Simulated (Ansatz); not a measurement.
A computed series for NbZn3Ga3: response to strain

The parent structure is NbZn$_{3}$Ga$_{3}$ (space group R-3m, No. 166; a cell from a computed database, its experimental status unchecked).

```
CELL_PARAMETERS angstrom
      2.69395     1.55535     4.58580
     -2.69395     1.55535     4.58580
      0.00000    -3.11071     4.58580
ATOMIC_POSITIONS crystal
  Nb 0.00000 0.00000 0.00000
  Zn 0.50000 0.00000 0.00000
  Zn 0.00000 0.50000 0.00000
  Zn 0.00000 0.00000 0.50000
  Ga 0.00000 0.50000 0.50000
  Ga 0.50000 0.00000 0.50000
  Ga 0.50000 0.50000 0.00000
```

Cartesian axes are those of the cell as printed.

Strains are applied to the cell and any free atomic positions relax; under biaxial strain the out-of-plane vector relaxes too; under stress the whole cell relaxes.

Level of theory: PBEsol (Ansatz, a first-principles code), no SOC.

Notes on the quantities. pressure: mean of the normal stresses, compression positive; energy relative to the base: free energy F.

| change | shortest interatomic distance | pressure | energy relative to the base | space group |
|---|---|---|---|---|
| base | 5.091 bohr | 0.0 GPa | 0 meV/atom | R-3m (No. 166) |
| biaxial strain +1.25 %, plane normal [001], relaxed out of plane | 5.154 bohr | -2.1 GPa | +4.1 meV/atom | R-3m (No. 166) |
| biaxial strain +1.92 %, plane normal [001], relaxed out of plane | 5.189 bohr | -3.0 GPa | +9.4 meV/atom | R-3m (No. 166) |
| isotropic strain −3.36 % | 4.920 bohr | 13.9 GPa | +63 meV/atom | R-3m (No. 166) |
| uniaxial strain ε_xx = −2.19 % | 4.979 bohr | 2.7 GPa | +5.9 meV/atom | C2/m (No. 12) |
| uniaxial strain ε_xx = +1.36 % | 5.108 bohr | -1.5 GPa | +2.0 meV/atom | C2/m (No. 12) |
| uniaxial strain ε_yy = +1.32 % | 5.091 bohr | -1.4 GPa | +1.9 meV/atom | C2/m (No. 12) |
| tensor shear ε_xy = +0.23 % | 5.081 bohr | 0.0 GPa | +0.1 meV/atom | P-1 (No. 2) |
| uniaxial stress, 3 GPa tension along x | 5.094 bohr | – | +2.6 meV/atom | C2/m (No. 12) |

Without a gap, meshes like the base's 11×11×11 leave anisotropic stresses uncertain by several tenths of a GPa, and small strain energies with them. Stability under load was not tested beyond the relaxation. The final runs are not spin-polarised. NbZn3Ga3 has a high density of states at the Fermi level and may be magnetic at this level.
